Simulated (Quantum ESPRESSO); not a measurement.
**Equation of state of MoSi2-type WSi2 (space group 139): energy against volume (Quantum ESPRESSO, PBE)**

```
CELL_PARAMETERS angstrom
     -1.57646     1.57646     3.84539
      1.57646    -1.57646     3.84539
      1.57646     1.57646    -3.84539
ATOMIC_POSITIONS crystal
  Si 0.66500 0.66500 0.00000
  Si 0.33500 0.33500 0.00000
  W  0.00000 0.00000 0.00000
```

Method of the run: PBE, PSlibrary PAW (PBE) pseudopotentials (plane waves; Quantum ESPRESSO 7.5). Settings: ecutwfc = 72 Ry; ecutrho = 648 Ry; occupations = smearing; smearing = fd; degauss = 0.0036749 Ry; potentials = {Si: Si.pbe-n-kjpaw_psl.1.0.0.UPF, W: W.pbe-spn-kjpaw_psl.1.0.0.UPF}; K_POINTS = automatic 21 21 21 0 0 0; conv_thr = 1e-10 Ry; mixing_beta = 0.4. The cell above is the first row's. The rows scale it uniformly. In all rows fractional positions and the k mesh are held. E is the free energy at the stated smearing, counted from the lowest row.

| V (Å^3/atom) | E (meV/atom) |
|---|---|
| 12.7422 | 47.35 |
| 13.0192 | 21.90 |
| 13.2962 | 6.46 |
| 13.5732 | 0.00 |
| 13.8503 | 1.57 |
| 14.1273 | 10.35 |
| 14.4043 | 25.56 |
| 14.6813 | 46.52 |
| 14.9583 | ? |

The 8 complete rows are fitted with the third-order Birch-Murnaghan form, a cubic in V^(-2/3), E against V. With u = V^(-2/3) - 0.175, the rows have u = 0.008303, 0.005694, 0.003176, 0.000743, -0.001609, -0.003883, -0.006084, -0.008215. Least squares gives E = -0.328 - 71.84·u + 692854·u² + 895528·u³. Residuals (row less fit): -0.003, 0.008, -0.001, -0.001, -0.008, 0.005, 0.007, -0.004; standard error 0.007 (degrees of freedom: 4). Its minimum lies at u = 0.000052, so V0 = (0.175052)^(-3/2) = 13.65. There d²E/du² = 1386000 and d³E/du³ = 5373000, so B0 = (4/9) × 13.65^(-7/3) × 1386000 × 0.160218 = 221 GPa (the last factor turns the table's units into GPa), and B0' = 4 + (2/3) × 0.175052 × (5373000)/1386000 = 4.5. The program's pressures in the fitted runs (not shown) pass through zero at V = 13.65, 0.01 % from this V0.

What does the fit predict for E at V = 14.9583, and how far is the calculated value from it?

u = -0.010280, so E = -0.328 - 71.84 × (-0.010280) + 692854 × (-0.010280)² + 895528 × (-0.010280)³ = 72.657 meV/atom. The calculation gives 72.64 meV/atom, 0.017 meV/atom below the prediction (under 0.05 % of the range of E in the table). The row lies outside the fitted rows, so this is an extrapolation. From the scatter of the fitted rows alone, a prediction at this place has a standard error of 0.018 meV/atom, so the miss is 0.9 times that.

Carrying the step between the two nearest rows on in a straight line would have given 67.48, off by 5.16; series whose last step already gives the withheld value aren't shown. The scan was laid around a cell of about the measured size, scaled by a guess for this functional; axis ratios and inner coordinates come from that cell. The runs keep the symmetry of the cell, so they don't test it for distortions. Spin polarisation is off. Spin-orbit coupling is off. The shape of the cell and the inner coordinates aren't relaxed, so V0 and B0 belong to this uniform scaling; a relaxed crystal lies no higher in energy and is usually softer (forces reach 0.28 eV/Å in these rows). Cutoffs and mesh are single choices, not tested for convergence of this quantity. Series with a scatter that would blur these digits, or in which a gap closes, are not shown. Nor are scans whose minimum lies at an end fitted in this form.
